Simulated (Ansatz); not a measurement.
Results of RPBE in Ansatz (PAW) for hexagonal WC.

Settings: plane-wave cutoff 520 eV, 24×24×20 k mesh (along the axes of the cell as run), Fermi–Dirac smearing 0.05 eV, no spin polarisation, scalar-relativistic PAW data made under PBE.

Properties against volume:

Shape and atoms are relaxed at each volume.

```
V (Å³/atom)  P (GPa)  c (Å)  a (Å)
-----------  -------  -----  -----
10.218         16.50  2.825  2.890
10.431          7.81  2.841  2.912
10.644          0.00  2.857  2.933
10.857         -7.03  2.872  2.955
11.070        -13.35  2.888  2.975
```

Note: the bulk modulus comes from volumes at which shape and atoms were relaxed.

Ansatz is a first-principles code.
